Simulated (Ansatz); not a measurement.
Structures of equal composition on the (100) surface of germanium: 1 pair of surface atoms bonded, Sb on one of 2 atoms of the third shell, no caps; 1 pair of surface atoms bonded, Sb on one of 2 surface atoms, no caps; 1 pair of surface atoms bonded, Sb on one of 2 atoms under the surface, no caps. The slabs share one bottom face, and each structure is named by its start. These are constructed structures in small cells; real faces may alloy, dewet or reconstruct in larger ones, and not all known structures of the face are among them. Slabs of about 17 Å with all that they carry, Fermi-Dirac smearing of 0.025 eV. Bottom of the slabs: built like the top, H on every dangling bond, free. Relaxed from the named starts with such symmetry as they have, on meshes of like density; energies extrapolated to zero smearing; no spin-orbit coupling, no U. Spin-polarised runs, if any, are marked in brackets, and their order is one that fits the cell; the others ran without spin. Where a second, spin-polarised start was run, the lower counts.

Level of theory: PBE (plane waves to 420 eV, PAW; Ansatz, a quantum-chemistry and plane-wave program).

**Question.** Rank these by energy per 1x1 cell (lowest first), as PBE gives it.

**Answer.** 1 pair of surface atoms bonded, Sb on one of 2 surface atoms, no caps (0.000 eV [spin, 0.3 μB a cell], no gap over 0.04 eV on the mesh), 1 pair of surface atoms bonded, Sb on one of 2 atoms under the surface, no caps (0.249 eV [spin start, no net moment], no gap over 0.04 eV on the mesh), 1 pair of surface atoms bonded, Sb on one of 2 atoms of the third shell, no caps (0.439 eV [spin start, no net moment], no gap over 0.04 eV on the mesh)
